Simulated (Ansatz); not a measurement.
Where the default PAW files enter, the runs use the earlier of Ansatz's two default sets.

By PBEsol, the system below comes out a metal.

Without scattering a metal conducts by its projected Fermi surface.

```
NiSi
1.0
    3.38773     0.00000     0.00000
    0.00000     5.24437     0.00000
    0.00000     0.00000     5.56978
Si Ni
4 4
Cartesian
  0.84693   4.30610   3.24339
  2.54079   0.93827   2.32639
  2.54079   3.56046   0.45850
  0.84693   1.68392   5.11128
  2.54079   2.66388   3.83490
  0.84693   2.58049   1.73488
  0.84693   5.20268   1.05001
  2.54079   0.04169   4.51977
```

Space group of this cell: Pnma. The cell is strained (lengths across the current scaled by 1.02, ions clamped); by PBEsol its mean pressure is -7.9 GPa.

The current flows along the normal of the first two printed cell vectors. No spin-orbit coupling; the value is a mean over 0.1 eV about the Fermi level.

**Question.** Estimate the ballistic conductance per area that Ansatz (a first-principles code) with PBEsol returns for this system.

**Answer.** 0.51 × 10¹⁵ S/m² for both spins.
